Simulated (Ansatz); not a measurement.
Start from ZnSe in the zinc blende structure (space group F-43m, No. 216; a = 5.666 Å).

Levels (all Ansatz, a program for electronic structure, PAW): r2SCAN (500 eV, no SOC); HSE06 (420 eV, no spin-orbit coupling).

Levels that relaxed their own cell: r2SCAN.

```tsv
level	band gap	lattice parameter a
r2SCAN	1.87 eV	5.666 Å
HSE06	2.42 eV	–
```

Measured: band gap 2.87 eV (static lattice; corrected from measurement; as listed in Wei Chen et al., Physical Review Materials (2018)); lattice parameter a 5.6676 Å (room temperature; as listed in Martin Albrecht, Beate Paulus, Hermann Stoll, Phys. Rev. B (1997)).

Computed minus measured — band gap: r2SCAN -1.00 eV, HSE06 -0.45 eV (closest: HSE06); lattice parameter a: r2SCAN -0.0 %. Measured values not marked as corrected hold thermal and zero-point effects that the static-lattice runs lack. A measured gap can be an optical one, lowered by exciton binding. Levels without spin-orbit coupling miss its lowering of the gap, often about a third of the valence-band splitting.

Single points use the geometry relaxed with r2SCAN. Stability against distortions was not tested.
